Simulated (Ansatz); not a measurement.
## Ta (model structure, P6₃/mmc, No. 194, 2 atoms in the cell)

These are PBEsol (Ansatz, a first-principles code, plane waves, PAW) values and carry that method's errors.

Settings: plane-wave cutoff 520 eV, 24×24×12 k mesh (along the axes of the cell as run), Fermi–Dirac smearing 0.05 eV, scalar-relativistic PAW data made under PBE.

Cell (relaxed at this level):

```yaml
crystal:
  lattice:
    - [2.86717, 0.00000, 0.00000]
    - [-1.43358, 2.48304, 0.00000]
    - [0.00000, 0.00000, 5.08908]
  atoms:
    - { symbol: Ta, position: [0.33333, 0.66667, 0.75000] }
    - { symbol: Ta, position: [0.66667, 0.33333, 0.25000] }
```

- band gap = none
- bulk modulus = 201 GPa

Note: the bulk modulus is −V dP/dV from two relaxed cells at ±2 % in volume; the relaxation could raise the start's symmetry but not lower it, so the cell can be a saddle point.

Spin–orbit coupling is not included.

The computed numbers hold no vibrational or temperature effects.

Computing time: around 2.1 core-minutes (rough).

A model structure was made by putting elements into a prototype or built by hand; it is no filed structure, need not be a known phase, and can be a saddle point held by its symmetry.
